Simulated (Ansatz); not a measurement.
Band-edge transport in semiconductors and insulators: compounds that share space group F-43m and stoichiometry, r2SCAN, rigid bands run with Ansatz (a program for electronic structure); geometry: cell and atoms relaxed with PBEsol.

```json
[
 {"Compound": "ZnS", "volume per atom (Å³)": "19.2", "band gap": "___", "electron conductivity mass": "0.21 mₑ", "Seebeck coefficient, n-type 1e19 cm⁻³": "-117 μV/K"},
 {"Compound": "BP", "volume per atom (Å³)": "11.5", "band gap": "___", "electron conductivity mass": "0.32 mₑ", "Seebeck coefficient, n-type 1e19 cm⁻³": "-336 μV/K"},
 {"Compound": "InP", "volume per atom (Å³)": "25.4", "band gap": "1.11 eV", "electron conductivity mass": "0.089 mₑ", "Seebeck coefficient, n-type 1e19 cm⁻³": "-58 μV/K"},
 {"Compound": "BN", "volume per atom (Å³)": "5.9", "band gap": "5.00 eV", "electron conductivity mass": "___", "Seebeck coefficient, n-type 1e19 cm⁻³": "-281 μV/K"},
 {"Compound": "GaP", "volume per atom (Å³)": "20.1", "band gap": "___", "electron conductivity mass": "0.34 mₑ", "Seebeck coefficient, n-type 1e19 cm⁻³": "-328 μV/K"},
 {"Compound": "ZnSe", "volume per atom (Å³)": "22.3", "band gap": "1.94 eV", "electron conductivity mass": "0.136 mₑ", "Seebeck coefficient, n-type 1e19 cm⁻³": "-83 μV/K"}
]
```

Q: What belongs in the gaps?

A: 
- ZnS, band gap: 2.78 eV
- BP, band gap: 1.39 eV
- BN, electron conductivity mass: 0.38 mₑ
- GaP, band gap: 1.84 eV

Masses are for dilute carriers at 300 K, harmonic means over directions unless an axis is named. Seebeck coefficients are for the stated density at 300 K, with one relaxation time for all states and whether or not that doping can be reached. Spin-orbit coupling is left out.
